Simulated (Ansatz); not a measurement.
Start from Rh in the fcc (Cu type) structure (space group Fm-3m, No. 225; a = 3.782 Å; relaxed with 0.1 eV smearing). Axes: x, y, z lie along the cube axes.

The values are results of Ansatz (a program for electronic structure), PBEsol, PAW, cutoff 420 eV, no spin-orbit coupling, not measurements.

Now apply this change: tensile biaxial strain of 1.25 % in the plane normal to [111], as in epitaxy on a mismatched substrate; the out-of-plane cell vector and the atoms relax.

Q: What happens to the in-plane stress and out-of-plane strain?

A: The mean in-plane stress (compression positive) comes out as -7.4 GPa; the out-of-plane strain is -0.67 %.

No phonon test of stability was made. The final runs are not spin-polarised.
